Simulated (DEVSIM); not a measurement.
abrupt Si p-n junction

System: abrupt Si p-n junction, at 400 K.

```csv
layer (left to right),material,thickness (μm),Nd (cm⁻³),Na (cm⁻³),τn (s),τp (s)
1,Si,81.0,-,7.1e18,2.6e-5,0.00088
2,Si,0.350,7.7e17,-,0.00088,0.00088
```

Left contact: ohmic. Right contact: ohmic. Voltage is applied to the left contact. Recombination: SRH at mid-gap, radiative, Auger. Mobility is constant in doping.

This is a model device: material constants are rounded textbook-type values typed into the input, and sizes, dopings and lifetimes were drawn at random. Values at 300 K; Nc and Nv go as T^1.5, mobilities as T to minus their exponent, the gap by Varshni's rule with the affinity fixed.

| parameter | Si |
|---|---|
| gap (eV) | 1.124 |
| affinity (eV) | 4.05 |
| permittivity | 11.7 |
| Nc (cm⁻³) | 2.86e19 |
| Nv (cm⁻³) | 3.1e19 |
| μn (cm²/Vs) | 1417 |
| μp (cm²/Vs) | 470 |
| T exponent of μn | 2.3 |
| T exponent of μp | 2.2 |
| B (cm³/s) | 4.7e-15 |
| Cn (cm⁶/s) | 2.8e-31 |
| Cp (cm⁶/s) | 9.9e-32 |
| Varshni α (eV/K) | 0.000473 |
| Varshni β (K) | 636 |

Simulated with DEVSIM: 1D drift-diffusion, Boltzmann statistics, complete ionisation; no tunnelling, impact ionisation, image-force lowering or self-heating.

| Property | Value |
|---|---|
| Potential step across the device at zero bias | 0.891 V |
| Largest field in the device at zero bias | 420000 V/cm |
| Dark forward voltage at 1 A/cm² | 0.456 V |
| Dark forward voltage at 100 A/cm² | 0.619 V |

Dark forward current:

(V (V), J (A/cm²)): (0.05, 6.0e-6); (0.10, 3.1e-5); (0.15, 0.00014); (0.20, 0.00060); (0.30, 0.011); (0.35, 0.046); (0.40, 0.20); (0.45, 0.83); (0.50, 3.5); (0.55, 15); (0.65, 220); (0.70, 660); (0.75, 1400); (0.80, 2500)
